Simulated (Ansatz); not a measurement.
Hypothetical simple cubic Pd under a change: isotropic strain −5.25 %

Consider Pd in the simple cubic structure (space group Pm-3m, No. 221; a = 2.615 Å; a hypothetical phase, not in the database extracts checked; relaxed with 0.1 eV smearing).

The change: an isotropic linear strain of −5.25 %, atoms relaxed at fixed cell.

Computed with PBE (Ansatz, a quantum-chemistry and plane-wave program, PAW, without spin-orbit coupling). Γ-centred 25×25×25 mesh, Fermi–Dirac width 0.1 eV.

```tsv
quantity	base	changed	shift
volume per atom	17.89 Å³	15.22 Å³	-2.67 Å³
energy relative to the base (free energy F)	0 meV/atom	+0.211 eV/atom	+0.211 eV/atom
pressure	0.0 GPa	30.0 GPa	+30.0 GPa
band gap	zero	zero	–
```

Final structure:

```
CELL_PARAMETERS angstrom
      2.47801     0.00000     0.00000
      0.00000     2.47801     0.00000
      0.00000     0.00000     2.47801
ATOMIC_POSITIONS crystal
  Pd 0.00000 0.00000 0.00000
```

Cost of the whole job for the changed cell (relaxation, final SCF and bands): roughly 11 core-seconds.

No phonon test of stability was made. The final runs are not spin-polarised. Pd has a high density of states at the Fermi level and may be magnetic at this level.
